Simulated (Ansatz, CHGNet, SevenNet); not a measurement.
# TaN (model structure, started from the NbAs type, I4₁md, No. 109, 4 atoms in the cell): properties by level of theory

```tsv
level (code)	lattice constant a (Å)	lattice parameter c (Å)
CHGNet-r²SCAN	?	10.145
SevenNet-l3i5	2.906	?
r²SCAN (Ansatz)	2.901	10.239
```

### Question
Complete the blanks.

### Answer

- CHGNet-r²SCAN, lattice constant a (Å): 2.919
- SevenNet-l3i5, lattice parameter c (Å): 10.363

Ansatz's density-functional and Hartree–Fock values are scalar-relativistic unless marked +SOC, with PAW data made under PBE.

The computed numbers hold no vibrational or temperature effects.

A model structure was made by putting elements into a prototype or built by hand; it is no filed structure, need not be a known phase, and can be a saddle point held by its symmetry.

Ansatz is a program for electronic structure.
